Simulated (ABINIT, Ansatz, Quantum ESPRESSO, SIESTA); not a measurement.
# One structure in several programs: WC (P-6m2, 2 atoms in the cell)

Self-consistent single point.

```xyz
2
Lattice="1.4550 -2.5201 0.0000 1.4550 2.5201 0.0000 0.0000 0.0000 2.8400" Properties=species:S:1:pos:R:3 pbc="T T T"
W      0.0000     0.0000     0.0000
C      1.4550     0.8400     1.4200
```

All programs got the same cell, k-point mesh and kind of occupations (in Ansatz's words: kpoints.mp_grid.grid = 17 17 15; scf.occupations.method = gaussian; scf.occupations.width = 0.272 eV); potentials, basis and cutoffs are each program's usual ones.

```
code                                                                                                                                model  pressure (GPa)  k-points       cutoff
----------------  -----------------------------------------------------------------------------------------------------------------------  --------------  --------  -----------
SIESTA            GGA PBE, numerical atomic orbitals DZP, PseudoDojo PBE standard norm-conserving potentials (rewritten from UPF to PSML)            6.91      2168  grid 350 Ry
ABINIT                                                                                                        PBE, PAW (JTH v2.0 PBE PAW)            4.57       264        21 Ha
Quantum ESPRESSO                                                                         PBE, SSSP 1.1.2 precision (PBE) pseudopotentials            4.91       264        55 Ry
Ansatz                                                                                                             PBE, default PAW files            3.83       264      default
```

The spread over the programs that give each value: pressure within 3.08 GPa.

The starting cell has typed, rounded lattice constants, without a prior relaxation at this level. On Ansatz's run: Spin-orbit coupling is off. Spin polarisation is off. In the base run, with a pressure of about 4 GPa the cell is away from its equilibrium volume at this level.

Problem. Why do the programs differ, and what cannot be compared?

Solution. Differences of this kind can come from the potentials, where these differ, and from what each basis and cutoff leave unconverged. The zero of total energies and Fermi levels follows the potentials and each program's conventions, so they are not compared here. SIESTA uses small atom-centred bases, whose incompleteness enters pressures, forces and empty levels differently from a plane-wave cutoff. Ansatz's pressure is given at a fixed set of plane waves, as the other plane-wave codes print theirs; with its correction for the finite basis it is 4.14 GPa (the shift of 0.31 GPa shows how far the cutoff is from converged). The programs reduce the same mesh by symmetry to different extents, which changes the work and not the result. In the pressure, SIESTA (by 2.34) lies more than 1 GPa from the median of the plane-wave programs.

Left out of this page: GPAW, Elk and FLEUR (not drawn, or without a comparable value).

Ansatz is a first-principles code.

Keys are those of Ansatz 0.2.
